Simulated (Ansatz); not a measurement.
Phonon-limited resistivity of MoPt$_{3}$ (Pmm2) against temperature in μΩ·cm, PBEsol, DFPT electron-phonon coupling, linearised Boltzmann equation run with Ansatz (a quantum-chemistry and plane-wave program), harmonic crystal at a fixed cell. x, y and z are the axes of this cell:
```yaml
crystal:
  lattice:
    - [2.76303, 0.00000, 0.00000]
    - [0.00000, 4.49923, 0.00000]
    - [0.00000, 0.00000, 4.82325]
  atoms:
    - { symbol: Mo, position: [0.00000, 0.00000, 0.15826] }
    - { symbol: Pt, position: [0.50000, 0.50000, 0.33863] }
    - { symbol: Pt, position: [0.50000, 0.00000, 0.65685] }
    - { symbol: Pt, position: [0.00000, 0.50000, 0.84627] }
```

```tsv
T	ρ (x)	ρ (y)	ρ (z)
50 K	1.06	3.6	1.51
77 K	2.7	9.1	3.8
100 K	[?]	14.2	6.0
150 K	[?]	25	10.6
200 K	10.4	35	15.0
250 K	13.4	45	19.2
273 K	14.7	49	21
300 K	16.3	54	23
350 K	19.2	63	28
400 K	22	72	32
500 K	28	90	40
```

Problem. Some entries are withheld; supply them.

Solution. 
- 100 K, ρ (x): 4.2
- 150 K, ρ (x): 7.4

A metal at this level (no band gap). Only scattering by harmonic phonons is included (no impurities, grain boundaries, electron-electron scattering or thermal expansion). Spin-orbit coupling is left out, which matters with elements this heavy. Values near or above 100 μΩ·cm, or paths under about 2 nm, lie near resistivity saturation, where the Boltzmann equation overshoots. Halving the electron mesh (32x20x20) moves the resistivity by up to 4 %. Smearing 0.20 eV; phonons on a 5x3x3 q mesh, which this run doesn't test and which matters most at low temperature.

Computed structure with no diffraction record at hand here (it may be known, metastable or hypothetical): MoPt3 (Pmm2).
